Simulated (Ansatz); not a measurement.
Start from MgS in the rock salt structure (space group Fm-3m, No. 225).

```xyz
2
Lattice="0.0000 2.5910 2.5910 2.5910 0.0000 2.5910 2.5910 2.5910 0.0000" Properties=species:S:1:pos:R:3 pbc="T T T"
Mg     0.0000     0.0000     0.0000
S      2.5910     2.5910     2.5910
```

Level of theory: Ansatz (a first-principles code) PBEsol, without spin-orbit coupling.

Before the change:

| Item | Value |
|---|---|
| Volume per atom | 17.39 Å³ |
| Gap character | indirect, Γ → X |

It is then changed as follows: cell and atoms relaxed at a pressure of 30 GPa.

Q: What happens to the volume per atom and gap character?

A: The volume per atom decreases by 3.67 Å³, from 17.39 Å³ to 13.72 Å³; the gap character stays indirect, Γ → X.

Load acts through the strain it causes; cell and atoms are relaxed under it. No phonon test of stability was made. Competing high-pressure phases were not computed.
